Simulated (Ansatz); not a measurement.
System: AlB2-type HfB2. Method: revPBE (PAW; Ansatz, a quantum-chemistry and plane-wave program).

Numerical settings: plane-wave cutoff 520 eV, 24×24×18 k mesh (along the axes of the cell as run), Fermi–Dirac smearing 0.087 eV (set by the program), scalar-relativistic PAW data made under PBE.

Computed at the level's own relaxed cell.

```
CELL_PARAMETERS angstrom
      3.15853     0.00000     0.00000
     -1.57927     2.73537     0.00000
      0.00000     0.00000     3.50207
ATOMIC_POSITIONS crystal
  Hf 0.00000 0.00000 0.00000
  B  0.66667 0.33333 0.50000
  B  0.33333 0.66667 0.50000
```

Q: Give the elastic tensor (Voigt notation, GPa, ions relaxed, in the Cartesian axes of the cell as printed).

A: 
```
  580.1    63.1   115.3     0.0     0.0     0.0
   63.1   580.1   115.3     0.0     0.0     0.0
  115.3   115.3   431.9     0.0     0.0     0.0
    0.0     0.0     0.0   250.4     0.0     0.0
    0.0     0.0     0.0     0.0   250.4     0.0
    0.0     0.0     0.0     0.0     0.0   258.5
```

Spin–orbit coupling is not included.

Static lattice: no zero-point or thermal effects.
